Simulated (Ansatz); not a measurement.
GaSb: biaxial strain −0.68 %, plane normal [111], relaxed out of plane

Take GaSb in the zinc blende structure (space group F-43m, No. 216; a = 6.112 Å) as the base. Axes: x, y, z lie along the cube axes.

One thing is altered: compressive biaxial strain of 0.68 % in the plane normal to [111], as in epitaxy on a mismatched substrate; the out-of-plane cell vector and the atoms relax.

Calculations: PBEsol/PAW in Ansatz (a first-principles code), no spin-orbit coupling, earlier PAW set. k-mesh 13×13×13 (Γ-centred); smearing 0.05 eV (Fermi–Dirac).

```json
[
 {"quantity": "volume per atom", "base": "28.54 Å³", "changed": "28.25 Å³", "shift": "-0.29 Å³"},
 {"quantity": "space group", "base": "F-43m (No. 216)", "changed": "R3m (No. 160)", "shift": "–"},
 {"quantity": "shortest interatomic distance", "base": "2.647 Å", "changed": "2.635 Å", "shift": "-0.0114 Å"},
 {"quantity": "energy relative to the base (free energy F)", "base": "0 meV/atom", "changed": "+1.0 meV/atom", "shift": "+1.0 meV/atom"},
 {"quantity": "band gap (uncertain: the Fermi level lies in a band; the changed cell)", "base": "zero", "changed": "0.05 eV", "shift": "–"},
 {"quantity": "out-of-plane strain (rough)", "base": "–", "changed": "+0.33 %", "shift": "–"},
 {"quantity": "mean in-plane stress (compression positive) (rough)", "base": "–", "changed": "+0.8 GPa", "shift": "–"}
]
```

Cost of the whole job for the changed cell (relaxation, final SCF and bands): roughly 100 core-seconds.

Without a gap, meshes like the base's 13×13×13 leave anisotropic stresses uncertain by several tenths of a GPa, and small strain energies with them. Spin-orbit coupling, missing from the scalar runs, can matter with Sb. No phonon test of stability was made. All final runs are without spin polarisation. A zero or small gap of GaSb can be the functional's error rather than a property of the material.
